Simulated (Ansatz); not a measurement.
The structure below was relaxed with PBE (Ansatz, a quantum-chemistry and plane-wave program, PAW, without spin-orbit coupling), earlier PAW set, at pressure 15 GPa.

Space group P6₃/mmc (No. 194); a = b = 3.3369 Å, c = 5.2709 Å, α = β = 90.00°, γ = 120.00°

| atom | site | symmetry | x | y | z |
|---|---|---|---|---|---|
| Y | 2d | -6m2 | 0.6667 | 0.3333 | 0.2500 |

Task: Write out a cell with all atoms.

Result: 
```
Y
1.0
    3.33692     0.00000     0.00000
   -1.66846     2.88986     0.00000
    0.00000     0.00000     5.27094
Y
2
Direct
  0.33333   0.66667   0.75000
  0.66667   0.33333   0.25000
```
This is the conventional cell.

Load acts through the strain it causes; cell and atoms are relaxed under it. Stability against distortions was not tested. No other phases were tried under pressure. The final runs are not spin-polarised. The cell was made from Y in the hcp (Mg type) structure (space group P6_3/mmc, No. 194) by this change: pressure 15 GPa.
